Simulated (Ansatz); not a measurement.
Consider ZnO in the wurtzite structure (space group P6_3mc, No. 186; a = 3.2298 Å, c = 5.2148 Å).

Now apply this change: S replaces 75.0 % of the O, ordered in a cell of 8 atoms (starting symmetry P3m1) and fully relaxed.

Levels (all Ansatz, an electronic-structure program, PAW): PBEsol (420 eV, no spin-orbit coupling); r2SCAN (500 eV, no SOC); HSE06 (420 eV, scalar-relativistic without spin-orbit coupling).

At the geometry relaxed with PBEsol, these levels gave the following band gaps, in shuffled order: (a) 2.03 eV, (b) 0.74 eV, (c) 1.27 eV.

### Question
Match each gap to its level.

### Answer
(a) HSE06; (b) PBEsol; (c) r2SCAN.

Single points use the geometry relaxed with PBEsol. Each cell is one ordered arrangement of few atoms, which overstates ordering effects compared with a random alloy. Whether these cells are dynamically stable was not tested.
